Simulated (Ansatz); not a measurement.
## GaCuSe₂ in the chalcopyrite structure (space group I-42d, No. 122)

```cif
data_Cu4Ga4Se8
_chemical_formula_sum 'Cu4 Ga4 Se8'
_space_group_name_H-M_alt 'I-42d'
_space_group_IT_number 122
_space_group_name_Hall 'I -4 2bw'
_cell_length_a 5.57046
_cell_length_b 5.57046
_cell_length_c 11.07541
_cell_angle_alpha 90.000
_cell_angle_beta 90.000
_cell_angle_gamma 90.000
loop_
_atom_site_label
_atom_site_type_symbol
_atom_site_symmetry_multiplicity
_atom_site_Wyckoff_symbol
_atom_site_fract_x
_atom_site_fract_y
_atom_site_fract_z
_atom_site_occupancy
Cu1 Cu 4 a 0.00000 0.00000 0.00000 1
Ga1 Ga 4 b 0.00000 0.00000 0.50000 1
Se1 Se 8 d 0.25000 0.25819 0.37500 1
```
(The calculation used a cell of 8 atoms; values per cell refer to that cell.)

All numbers come from PBEsol (Ansatz, a quantum-chemistry and plane-wave program), no spin-orbit coupling, earlier PAW set. Settings: 8×8×8 k-points, 0.05 eV Fermi–Dirac smearing.

```yaml
volume_per_atom: 21.48 Å³
density: 5.63 g/cm³
band_gap: 0.12 eV, direct at Γ
total_energy: -5295.560 eV/atom (σ→0; compares only within this code and set-up)
```

No phonon test of stability was made. The final runs are not spin-polarised. The zero or small gap of GaCuSe2 can change with the level of theory.
